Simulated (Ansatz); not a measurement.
InP (R3m), r2SCAN with spin-orbit coupling, rigid bands (Ansatz, an electronic-structure program): Condition of this run: uniaxial stress along [111] of 1 GPa (compression positive) (the target of the relaxation). band gap 0.99 eV, N_c = 5.89e17 cm⁻³ and N_v = 1.24e19 cm⁻³ at 300 K, conductivity masses of 0.0855 mₑ (electrons) and 0.449 mₑ (holes). Take k_BT = 0.02585 eV.

Problem. Find the intrinsic carrier density and the intrinsic Fermi level.

Solution. n_i = √(N_c N_v) exp(−E_g/2k_BT) = 2.70e18 × exp(−19.15) = 1.3e10 cm⁻³. The level lies (k_BT/2) ln(N_v/N_c) = 39 meV from mid-gap (positive towards the conduction band). Each 0.1 eV added to the gap lowers n_i by a factor of 6.9.

Problem. What built-in voltage has an abrupt junction with N_A = 1e16 and N_D = 1e17 cm⁻³, all dopants ionised?

Solution. V_bi = E_g/e − (k_BT/e) ln(N_c N_v/(N_A N_D)) = 0.99 − 0.02585 × 8.90 = 0.76 V. It follows the computed gap one for one.

Problem. What thermal injection velocity √(2k_BT/πm) limits a ballistic channel?

Solution. 1.84e7 cm/s for electrons and 8.03e6 cm/s for holes, a ratio of √(m_h/m_e) = 2.29, for dilute carriers.

Rigid, parabolic bands with the computed gap; masses take one relaxation time for all states.
